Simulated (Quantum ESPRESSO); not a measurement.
A self-consistent single point of TaN (P31m, 6 atoms in the cell) with Quantum ESPRESSO.

Level of theory: PBEsol, GBRV 1.5 ultrasoft (PBESOL) pseudopotentials (plane waves; Quantum ESPRESSO 7.5).

```
TaN
1.0
    5.23454     0.00000     0.00000
   -2.61727     4.53325     0.00000
    0.00000     0.00000     2.92932
Ta N
3 3
Direct
  0.00000   0.00000   0.01707
  0.33333   0.66667   0.50000
  0.66667   0.33333   0.50000
  0.39239   0.00000   0.00000
  0.60761   0.60761   0.00000
  0.00000   0.39239   0.00000
```

Reference input (self-consistent single point, DFT, PBEsol, plane waves, GBRV 1.5 ultrasoft (PBESOL) pseudopotentials): ecutwfc = 40 Ry; ecutrho = 320 Ry; occupations = smearing; smearing = fd; degauss = 0.0073499 Ry; potentials = {Ta: ta_pbesol_v1.uspp.F.UPF, N: n_pbesol_v1.2.uspp.F.UPF}; K_POINTS = automatic 4 4 5 0 0 0; conv_thr = 1e-10 Ry; mixing_beta = 0.3. This run's input differs from it in these lines:

```diff
@@ -16,2 +16,3 @@
    degauss = 0.0073499
+   nbnd = 27
 /
```

Output, abridged:

```
     Self-consistent Calculation

     iteration #  1     ecut=    40.00 Ry     beta= 0.30

 %%%%%%%%%%%%%%%%%%%%%%%%%%%%%%%%%%%%%%%%%%%%%%%%%%%%%%%%%%%%%%%%%%%%%%%%%%%%%%
     Error in routine efermig (1):
     internal error, cannot bracket Ef
 %%%%%%%%%%%%%%%%%%%%%%%%%%%%%%%%%%%%%%%%%%%%%%%%%%%%%%%%%%%%%%%%%%%%%%%%%%%%%%

     stopping ...
```

The program stopped with an error at about iteration 1. 

The starting cell comes from a database of computed structures (which also holds hypothetical and non-ambient phases and stackings), without a prior relaxation at this level. Its lattice was rescaled by up to half a per cent. One atom was moved a little off its site on purpose.
